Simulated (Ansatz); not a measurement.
# Response to strain in Y

Base system: Y in the hcp (Mg type) structure (space group P6_3/mmc, No. 194; relaxed with 0.1 eV smearing).

```yaml
crystal:
  lattice:
    - [3.65235, 0.00000, 0.00000]
    - [-1.82617, 3.16303, 0.00000]
    - [0.00000, 0.00000, 5.70294]
  atoms:
    - { symbol: Y, position: [0.66667, 0.33333, 0.75000] }
    - { symbol: Y, position: [0.33333, 0.66667, 0.25000] }
```

Strains are applied to the cell and any free atomic positions relax.

Calculations: PBE (Ansatz, a first-principles code, PAW, scalar-relativistic without spin-orbit coupling).

Notes on the quantities. pressure: mean of the normal stresses, compression positive.

```tsv
isotropic strain (%)	pressure (GPa)
-2.5	3.4
-1.5	2.0
-0.5	0.6
0	0.0
1	-1.1
1.5	-1.7
2	-2.2
2.5	?
3	-3.1
```

Task: Fit P = P₀ − Bδ + Cδ² with δ = (1 + ε)³ − 1 to the rows shown and predict the withheld row.

Result: Least squares on the printed values gives P₀ = 0.0 GPa, B = 40.7 GPa (at held cell shape), C = 77.3 GPa (largest residual 0.1 GPa); this predicts -2.7 GPa, and the run gives -2.7 GPa, in agreement.

No phonon test of stability was made. All final runs are without spin polarisation.
